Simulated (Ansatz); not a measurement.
# Converging the plane-wave cutoff: CaZrN2 (R3m, 4 atoms in the cell)

```
CELL_PARAMETERS angstrom
      1.64881     0.95194     5.57866
     -1.64881     0.95194     5.57866
      0.00000    -1.90388     5.57866
ATOMIC_POSITIONS crystal
  Ca 0.00299 0.00299 0.00299
  Zr 0.50000 0.50000 0.50000
  N  0.23812 0.23812 0.23812
  N  0.76188 0.76188 0.76188
```

Level of theory: LDA (PW92), default PAW files made with PBE (plane waves; Ansatz, an electronic-structure program).

Base settings: basis.ecutwfc = 420 eV; kpoints.mp_grid.grid = 9 9 9; hamiltonian.xc = lda; hamiltonian.pseudopotentials = {kind: paw} (the program's default PAW files); scf.occupations.method = fermi_dirac; scf.occupations.width = 0.02 eV.

The second cell is the first with its lattice scaled by 0.98.

The mesh stays at the base's, so the ladder's end is converged at best in this setting alone.

The first pressure column holds Ansatz's estimate of the finite-basis (Pulay) stress, which hides part of the cutoff error; the other is without it.

Only quantities that move along the ladder and can be compared are tabulated.

The count of work is k-points × plane waves × bands × iterations; it is no time. 

The starting cell comes from a database of computed structures (which also holds hypothetical and non-ambient phases and stackings), without a prior relaxation at this level. Its lattice was rescaled by up to half a per cent. One atom was moved a little off its site on purpose. In the base run, with a pressure of about -6 GPa the cell is away from its equilibrium volume at this level.

```tsv
basis.ecutwfc	free energy less the last step's (meV/atom)	energy of the compressed cell less the first (meV/atom)	pressure (GPa)	pressure without the Pulay estimate (GPa)	largest difference of a force vector from the last step's (eV/Å)	count of work / last
145 eV	9501.48	73.64	14.98	-273.23	3.159	0.065
170 eV	4992.69	41.65	-3.18	-175.63	1.212	0.078
190 eV	3067.61	-18.57	-10.73	-124.94	0.553	0.096
210 eV	1904.69	-26.19	-9.47	-88.57	0.970	0.10
230 eV	1154.71	-0.13	-6.28	-61.19	0.628	0.11
250 eV	687.46	1.16	-4.97	-41.92	0.183	0.13
295 eV	198.04	2.71	-5.05	-18.80	0.161	0.16
335 eV	60.67	-0.91	-5.90	-10.90	0.045	0.18
380 eV	14.60	-1.87	-6.06	-7.57	0.001	0.22
420 eV	3.56	-1.91	-6.08	-6.52	0.002	0.27
460 eV	0.81	-1.90	-6.07	-6.18	0.000	0.30
505 eV	0.27	-1.88	-6.07	-6.08	0.000	0.34
565 eV	0.20	-1.88	-6.07	-6.07	0.000	0.41
630 eV	0.15	-1.88	-6.07	-6.07	0.000	0.49
735 eV	0.12	-1.89	-6.07	-6.07	0.000	0.62
840 eV	0.07	-1.89	-6.07	-6.07	0.000	0.75
1010 eV	0.00	-1.89	-6.07	-6.07	0.000	1.0
```

Coarsest basis.ecutwfc that holds the energy of the compressed cell less the first within 2 meV/atom of the last step, with all finer ones: 335 eV, at 0.18 of the last step's count of work; the step before is off by 4.6 meV/atom.

Coarsest basis.ecutwfc that holds the pressure within 0.05 GPa of the last step, with all finer ones: 380 eV, at 0.22 of the last step's count of work; the step before is off by 0.17 GPa.

Coarsest basis.ecutwfc that holds the pressure without the Pulay estimate within 1 GPa of the last step, with all finer ones: 420 eV, at 0.27 of the last step's count of work; the step before is off by 1.5 GPa.

The energy difference between the two cells stays within 1 meV/atom of the last step's from 335 eV on, the total only from 460 eV on: much of the error is common to both cells and cancels.

At the lowest cutoff the pressure without the Pulay estimate lies 267 GPa under the last step's, the usual sign of Pulay stress in an incomplete plane-wave basis.

Keys are those of Ansatz 0.2.
